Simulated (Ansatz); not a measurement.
The starting structures come from a database of crystals and need not be the phases stable at ambient conditions.

Here is the system:

```
Sr2HN
1.0
    3.77982     0.00000     0.00000
    0.00000    18.63270     0.00000
    1.88991     6.21090     1.09114
Sr H N
2 1 1
Direct
  0.00000   0.23980   0.00000
  0.00000   0.76020   0.00000
  0.00000   0.00000   0.00000
  0.00000   0.50000   0.00000
```

Space group of this cell: R-3m. The cell was relaxed by PBE-D3(BJ); by PBEsol its mean pressure is -0.5 GPa.

Transport runs along the normal of the first two printed cell vectors, the (100) plane of the conventional cell.

The gap is the functional's own, uncorrected, and κ follows it; spin-orbit coupling is left out. Mid-gap values are interpolated between the computed energies.

Question: Estimate the band gap and the smallest decay constant κ at mid-gap that PBEsol run with Ansatz (a first-principles code) returns for this system.

Answer: Gap 1.72 eV on a 26×26×26 mesh; κ = 0.246 1/Å, at (0.000, 0.500) of the in-plane reciprocal vectors. At the zone centre, at the nearest computed energy, the slowest state has κ = 0.31 1/Å.
